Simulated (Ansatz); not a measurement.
Take ZnSe in the zinc blende structure (space group F-43m, No. 216; a = 5.568 Å) as the base.

Structures relaxed with Ansatz (an electronic-structure program) LDA, no spin-orbit coupling.

Base:

Simulated powder pattern, Cu Kα1, λ = 1.54056 Å (kinematic, ideal powder, no thermal factors, no anomalous dispersion; the 14 strongest lines at most, above 2 %, up to 2θ = 90°):

```csv
2θ (°),I/Imax (%),hkl
27.73,100,(111)
46.07,73,(220)
54.63,43,(311)
67.20,11,(400)
74.18,17,(331)
85.34,23,(422)
```

After one change:

Simulated powder pattern, Cu Kα1, λ = 1.54056 Å (kinematic, ideal powder, no thermal factors, no anomalous dispersion; the 14 strongest lines at most, above 2 %, up to 2θ = 90°):

```json
[
 {"2θ (°)": "27.04", "I/Imax (%)": "100"},
 {"2θ (°)": "44.89", "I/Imax (%)": "74"},
 {"2θ (°)": "53.19", "I/Imax (%)": "44"},
 {"2θ (°)": "65.36", "I/Imax (%)": "12"},
 {"2θ (°)": "72.08", "I/Imax (%)": "17"},
 {"2θ (°)": "82.79", "I/Imax (%)": "23"},
 {"2θ (°)": "89.07", "I/Imax (%)": "13"}
]
```

Question: Name the change that was made.
A) isotropic strain +1.00 %
B) isotropic strain −2.00 %
C) isotropic strain +2.50 %
D) isotropic strain −3.00 %

Answer: C, isotropic strain +2.50 %. Its volume per atom is 23.23 Å³ against 21.57 Å³, and its space group is F-43m (No. 216).

Stability against distortions was not tested.
